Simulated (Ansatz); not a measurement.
Data:

```xyz
2
Lattice="3.2123 0.0000 0.0000 0.0000 3.2123 0.0000 1.6062 -1.6062 2.2245" Properties=species:S:1:pos:R:3 pbc="T T T"
Ga     0.0000     0.0000     0.0000
N      3.2123     1.6062     1.1122
```

No spin polarisation.

Level of theory: Kohn–Sham DFT with the r2SCAN functional, run in Ansatz (a first-principles code) with PAW and 500 eV plane waves, no SOC. Γ-centred 13×13×13 mesh, Fermi–Dirac width 0.05 eV.

Question: Predict the hole mass, pressure, valence-band top at Γ and space group.

Answer: The hole mass is 0.17 mₑ out of plane, 0.84 mₑ in plane (at Γ). The pressure (mean of the normal stresses, compression positive) is -1.76 GPa and the valence-band top at Γ (three highest levels, from the VBM) is 0.00, -0.09, -0.09 eV. The space group is I-4m2 (No. 119).

The levels and masses belong to the bands next to the band gap. The cells carry an imposed strain or load. Masses are band curvatures over ±0.01 Å⁻¹ around the edge. No phonon test of stability was made. The cell was made from GaN in the zinc blende structure (space group F-43m, No. 216) by this change: biaxial strain +1.00 %, plane normal [001], relaxed out of plane. This is not the structure that GaN has at room temperature and ambient pressure.
